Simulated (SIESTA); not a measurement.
Band structure of AlN (P6_3mc, 4 atoms in the cell).

```yaml
crystal:
  lattice:
    - [3.09324, 0.00000, 0.00000]
    - [-1.54662, 2.67882, 0.00000]
    - [0.00000, 0.00000, 4.96027]
  atoms:
    - { symbol: Al, position: [0.66667, 0.33333, 0.49929] }
    - { symbol: Al, position: [0.33333, 0.66667, 0.99929] }
    - { symbol: N, position: [0.66667, 0.33333, 0.88071] }
    - { symbol: N, position: [0.33333, 0.66667, 0.38071] }
```

Computed with SIESTA with GGA PBE, numerical atomic orbitals DZP, PseudoDojo PBE standard norm-conserving potentials (rewritten from UPF to PSML).

Settings: XC.functional = GGA; XC.authors = PBE; potentials = PseudoDojo PBE standard; PAO.BasisSize = DZP; PAO.EnergyShift = 0.01 Ry; MeshCutoff = 300 Ry; kgrid.MonkhorstPack = 6 6 4; OccupationFunction = FD; ElectronicTemperature = 20 meV; MaxSCFIterations = 150; SCF.Mixer.Method = Broyden; SCF.Mixer.Weight = 0.1; SCF.Mixer.History = 8; SCF.DM.Tolerance = 1.0E-04.

The starting cell comes from a database of computed structures (which also holds hypothetical and non-ambient phases and stackings), without a prior relaxation at this level. Its lattice was rescaled by a random factor within 2.5 % of one. Values carry the incompleteness of an atom-centred basis.

Q: Predict the gap along the standard path and the places of the band edges.

A: The gap along the path is 4.48 eV, direct at Γ to within 0.01 eV.

Levels in eV from the top of the valence band on the path, bands 5 to 9:
| point | 5 | 6 | 7 | 8 | 9 |
|---|---|---|---|---|---|
| Γ | -0.91 | -0.23 | -0.23 | 0.00 | 4.48 |
| M | -3.44 | -2.18 | -1.86 | -0.77 | 5.76 |
| K | -3.87 | -2.54 | -2.47 | -2.47 | 4.98 |
| A | -0.61 | -0.61 | -0.61 | -0.61 | 6.81 |
| L | -1.54 | -1.54 | -1.44 | -1.44 | 5.34 |
| H | -4.00 | -4.00 | -0.86 | -0.86 | 7.45 |

Higher empty bands are left out: an atom-centred basis made for the valence describes them poorly.
